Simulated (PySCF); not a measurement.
PySCF 2.14.0, B3LYP/def2-tzvp, df: Cs(I) ([I][Cs]), 2 atoms. The geometry is a generated start, not checked to be a minimum at this level.

- task = energy
- method = b3lyp
- basis = def2-tzvp
- two-electron scheme = density fitting
- mol.max_memory = 3000 MB
- mf.max_cycle = 100
- mf.conv_tol = 1e-09 (default)
- mf.grids.level = 3 (default)
- effective core potentials = those of the basis set, past Kr
- basis functions = 79
- grid points = 45672

```xyz
2

Cs    -1.1020    -0.8211    -0.9563
I      1.1020     0.8211     0.9563
```

With the defaults (mf.init_guess = minao, mf.DIIS = CDIIS, mf.diis = true, mf.level_shift = 0, newton = off, mf.diis_space = 8) it converges in 13 Fock builds. One run each on 2 threads, 1 BLAS thread, with these changes:
- newton = Hessian by the SCF's own integrals
- mf.level_shift = 1 Hartree
- mf.diis_space = 20
- mf.init_guess = 1e
- mf.level_shift = 0.1 Hartree
- mf.DIIS = ADIIS
- mf.diis = false
- mf.init_guess = atom
- mf.DIIS = EDIIS

Q: Name the settings that don't reach the solution of the defaults.

A: No convergence: mf.init_guess = 1e; mf.DIIS = EDIIS; mf.diis = false (the run ends without SCF convergence in 100 cycles). The rest reach the solution of the defaults.

```tsv
setting	Fock builds	end
mf.init_guess = atom	11	same solution
the defaults	13	same solution
mf.diis_space = 20	13	same solution
mf.level_shift = 0.1 Hartree	15	same solution
mf.DIIS = ADIIS	16	same solution
mf.level_shift = 1 Hartree	46	same solution
newton = Hessian by the SCF's own integrals	49	same solution
mf.init_guess = 1e	101	no convergence
mf.DIIS = EDIIS	101	no convergence
mf.diis = false	101	no convergence
```

Under newton the count holds the products with the orbital Hessian.
